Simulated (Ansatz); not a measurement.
System: white tin (β-Sn). Method: PBE0 (Ansatz, an electronic-structure program, PAW).

Numerical settings: plane-wave cutoff 460 eV, 10×10×10 k mesh, Fermi–Dirac smearing 0.05 eV, scalar-relativistic PAW data made under PBE.

Computed at the level's own relaxed cell.

**Question.** What does this level give for the equilibrium lattice constant a and lattice parameter c?

**Answer.** 
equilibrium lattice constant a: 5.873 Å
lattice parameter c: 3.158 Å

Measured, for comparison: lattice constant a 5.831 Å, lattice parameter c 3.181 Å (293 K, not corrected to a static lattice; as tabulated in Wikipedia's data pages). Computed (rounded) less measured: lattice constant a +0.7 %, lattice parameter c -0.7 %. A static lattice is as a rule a little smaller and stiffer than an uncorrected measurement, which narrows the difference in the lattice parameter c and would widen misses of the other sign.

Spin–orbit coupling is not included.

Static lattice: no zero-point or thermal effects.

The result took roughly 100 core-minutes.
